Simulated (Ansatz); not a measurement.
Consider KTaO₃ in the cubic perovskite structure (space group Pm-3m, No. 221; a = 4.024 Å).

Now apply this change: a negative pressure, −1 GPa.

Levels (all Ansatz, a quantum-chemistry and plane-wave program, PAW): PBE (420 eV, no SOC); r2SCAN (500 eV, no spin-orbit coupling).

The geometry is relaxed with PBE.

- PBE band gap = 2.15 eV
- PBE pressure = -1.00 GPa
- PBE smallest direct gap = 2.77 eV

Task: Predict the band gap, pressure and smallest direct gap from r2SCAN.

Result: The band gap goes up by 0.39 eV, from 2.15 eV to 2.54 eV; the pressure falls by 5.05 GPa, from -1.00 GPa to -6.05 GPa; the smallest direct gap goes up by 0.42 eV, from 2.77 eV to 3.19 eV.

Single points use the geometry relaxed with PBE. Their cutoffs differ, which shifts pressures a little. With Ta present, leaving out spin-orbit coupling can change the band edges. Load acts through the strain it causes; cell and atoms are relaxed under it. Stability against distortions was not tested.
